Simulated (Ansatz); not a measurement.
# A computed series for V3Si: pressure series

Base system: V3Si in the A15 (Cr3Si type) structure (space group Pm-3n, No. 223; a = 4.650 Å).

Cell and atoms are relaxed at each pressure.

All numbers come from Ansatz (an electronic-structure program), PBEsol, PAW, cutoff 420 eV, no SOC.

```json
[
 {"P (GPa)": "-2.00", "V (Å³/atom)": "12.688"},
 {"P (GPa)": "-1.00", "V (Å³/atom)": "12.625"},
 {"P (GPa)": "0.28", "V (Å³/atom)": "12.547"},
 {"P (GPa)": "0.70", "V (Å³/atom)": "12.522"},
 {"P (GPa)": "1.50", "V (Å³/atom)": "12.475"},
 {"P (GPa)": "3.00", "V (Å³/atom)": "12.389"},
 {"P (GPa)": "5.00", "V (Å³/atom)": "12.278"},
 {"P (GPa)": "7.50", "V (Å³/atom)": "12.146"},
 {"P (GPa)": "10.00", "V (Å³/atom)": "12.021"}
]
```

A third-order Birch–Murnaghan fit to these points gives V₀ = 12.56 Å³/atom, B₀ = 207 GPa and B₀′ = 4.0. At pressure 10 GPa the volume is 95.7 % of V₀.

Measured bulk modulus of V3Si: 171 GPa (room temperature; as listed in Z. W. Lu, Barry M. Klein, Physical Review Letters (1997)); the computed value is for a static lattice, so the two differ by thermal effects too.

Load acts through the strain it causes; cell and atoms are relaxed under it. Whether these cells are dynamically stable was not tested. No other phases were tried under pressure. Starting moments died away, wholly or in part, for the base; another magnetic solution may exist. All final runs are without spin polarisation.
